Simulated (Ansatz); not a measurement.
Abridged Ansatz (a first-principles code) output:

```
Relaxation: its limit of steps is 60 (relax.max_steps)
Pseudopotential: Mo, paw, valence charge 14
Pseudopotential: S, paw, valence charge 6
Crystal: 6 atoms, lattice volume = 99.572 Å³
Basis set: ecut = 420 eV, 1947 PW (Γ), exchange–correlation on 48×48×160 points (8 copies of the dense FFT grid, shifted against one another)
Bands: 32, of which v1, the nominal top of the filled ones, is band 26 counted from 1 (25 counted from 0)
Symmetry: 24 space group operations
k-points: 38 of 432
Functional: x = pbesol(κ = 0.804, μ = 0.12345679012345678), c = pbesol(β = 0.046)
SCF iter   1: F=—  HF=-13344.347092 eV  |F-HF|=—  |Δ(HF+E_count)|=         —  Δρ=6.14e-2  dr2=4.77e0  ethr=3.10e-3  ⟨swp⟩=8.8  Hψ=6475  notcnv=0
SCF iter   2: F=—  HF=-13343.133130 eV  |F-HF|=—  |Δ(HF+E_count)|=    1.21e0  Δρ=3.18e-2  dr2=1.30e0  ethr=3.10e-3  ⟨swp⟩=2.6  Hψ=2296  notcnv=0  defer=3
SCF 1 converged in 8 iterations: F = -13342.717488 eV  dr2 = 5.54e-9
relax step   1: F+E_penalty+E_count = -13342.71748780 eV  Δ(F+E_penalty+E_count) = +0.000e0 eV  max|allowed force component| = 5.659e-4 eV/Å  Δτ_max = 0.0000 Å  P = -0.992 GPa  Ω = 99.572 Å³  (8 SCF iters, dr2 threshold 1.00e-7 eV, accepted)
[... steps on the carried basis left out ...]
relax step   6: F+E_penalty+E_count = -13342.69877747 eV  Δ(F+E_penalty+E_count) = -4.284e-4 eV  max|allowed force component| = 9.352e-4 eV/Å  Δτ_max = 0.0000 Å  P = -2.002 GPa  Ω = 101.548 Å³  stress off target by 2.41e-3 GPa  SCF on the basis re-selected at this cell (its energy is not comparable with the rows above)  (6 SCF iters)
SCF converged after 6 iterations
Free energy (F): -13342.698777 eV
Internal energy: -13342.698767 eV  (E = F + TS)
E sigma→0 (E₀):  -13342.698772 eV
Entropy (-TS):   -0.000011 eV (-0.002 meV/atom)
Fermi energy:    12.085100 eV
  E_disp       = -2.324711  (pairwise vdW)
--- Forces (eV/Å), atoms counted from 1 ---
  atom   1  Mo     0.00000000     0.00000000     0.00000000
  atom   2  Mo     0.00000000     0.00000000     0.00000000
  atom   3  S     -0.00000000     0.00000000     0.00093516
  atom   4  S      0.00000000    -0.00000000     0.00093516
  atom   5  S      0.00000000    -0.00000000    -0.00093516
  atom   6  S     -0.00000000     0.00000000    -0.00093516
--- Stress (GPa, compression-positive) ---
       -2.001897       0.000000       0.000000
        0.000000      -2.001897       0.000000
        0.000000       0.000000      -2.002406
  P = ⅓ Tr σ = -2.0021 GPa (-20.021 kbar)
--- Relaxed structure (5 steps of the walk, 4 accepted, 1 SCFs on fresh bases) ---
  cell:  # Å, volume = 101.5480 Å³
    - [3.1267533619613466, 0.0, 0.0]
    - [-1.5633766809806733, 2.707847842826926, 0.0]
    - [0.0, 0.0, 11.99371202980589]
  atoms:
    - { symbol: Mo, position: [0.3333333333333333, 0.6666666666666666, 0.24999999999999997] }
    - { symbol: Mo, position: [0.6666666666666666, 0.3333333333333333, 0.7499999999999999] }
    - { symbol: S, position: [0.3333333333333333, 0.6666666666666666, 0.6198201105917739] }
    - { symbol: S, position: [0.6666666666666666, 0.3333333333333333, 0.11982011059177396] }
    - { symbol: S, position: [0.6666666666666666, 0.3333333333333333, 0.380179889408226] }
    - { symbol: S, position: [0.3333333333333333, 0.6666666666666666, 0.8801798894082258] }
```

Question: What was computed, and what are the main results?

Answer: MoS2, 6 atoms in the cell, with PBEsol-D3(BJ) (Ansatz, PAW, without spin-orbit coupling), earlier PAW set, from a series relaxed to a target (pressure −2 GPa). The last SCF converged to F = -13342.698777 eV, or -2223.7831 eV per atom, at a pressure of -2.00 GPa. The total energy compares only with runs of the same code, potentials and settings.

Load acts through the strain it causes; cell and atoms are relaxed under it. No phonon test of stability was made. The cell was made from MoS2 in the 2H-MoS2 type structure (space group P6_3/mmc, No. 194; layered, stacked along the Cartesian z axis) by this change: pressure −2 GPa.

Keys are those of Ansatz 0.2.
